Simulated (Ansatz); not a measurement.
# SnO: tensor shear ε_yz = −2.47 %

Take SnO (space group P4/nmm, No. 129; a = 3.7675 Å, c = 4.5572 Å; layered, stacked along the Cartesian z axis; relaxed with 0.1 eV smearing) as the base. Axes: x, y, z lie along a, b, c of the conventional cell.

Perturbation: a pure shear with ε_yz = ε_zy = -0.0247; the atoms relax in the strained cell.

The values are results of DFT with PBEsol-D3(BJ), PAW potentials and a 420 eV plane-wave cutoff in Ansatz (a program for electronic structure), no spin-orbit coupling, earlier PAW set, not measurements. Γ-centred 15×15×13 mesh, Fermi–Dirac width 0.1 eV.

```json
[
 {"quantity": "volume per atom", "base": "16.17 Å³", "changed": "16.16 Å³", "shift": "-0.01 Å³"},
 {"quantity": "space group", "base": "P4/nmm (No. 129)", "changed": "P2_1/m (No. 11)", "shift": "–"},
 {"quantity": "shortest interatomic distance", "base": "2.210 Å", "changed": "2.201 Å", "shift": "-0.0096 Å"},
 {"quantity": "energy relative to the base (free energy F)", "base": "0 meV/atom", "changed": "+4.9 meV/atom", "shift": "+4.9 meV/atom"},
 {"quantity": "pressure (mean of the normal stresses, compression positive)", "base": "0.0 GPa", "changed": "0.2 GPa", "shift": "+0.2 GPa"},
 {"quantity": "band gap", "base": "zero", "changed": "zero", "shift": "–"},
 {"quantity": "largest internal atomic displacement", "base": "–", "changed": "0.039 Å", "shift": "–"},
 {"quantity": "stress (xx, yy, zz, yz, xz, xy; compression positive)", "base": "–", "changed": "(0.2, 0.2, 0.3, 2.0, 0.0, 0.0) GPa", "shift": "–"}
]
```

Stability against distortions was not tested. The final runs are not spin-polarised. The zero or small gap of SnO can change with the level of theory.
